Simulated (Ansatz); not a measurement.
Take Se (space group P3_121, No. 152; a = 4.535 Å, c = 5.041 Å; made of chains) as the base.

Calculations: DFT with PBE, PAW potentials and a 420 eV plane-wave cutoff in Ansatz (a first-principles code), scalar-relativistic without spin-orbit coupling.

Base values:

| Item | Result |
|---|---|
| Electron mass | 0.16 mₑ along c, 0.37 mₑ across (at H) |
| Band gap | 1.04 eV |
| Lattice parameter a | 4.535 Å |
| Gap character | indirect, L → H |

The change: cell and atoms relaxed at a pressure of 3 GPa.

### Question
Predict the new electron mass, band gap, lattice parameter a and gap character.

### Answer
The electron mass becomes 0.091 mₑ (at H) (base: 0.16 mₑ along c, 0.37 mₑ across (at H)); the band gap shrinks by 0.62 eV to 0.42 eV; the lattice parameter a shrinks by 0.5042 Å (4.535 Å → 4.030 Å); the gap character becomes indirect, L–H (83 % along) → H (base: indirect, L → H).

Load acts through the strain it causes; cell and atoms are relaxed under it. Masses are band curvatures over ±0.01 Å⁻¹ around the edge. No phonon test of stability was made. No dispersion term is included, though the crystal is made of layers, chains or molecules, so its spacings can come out too wide.
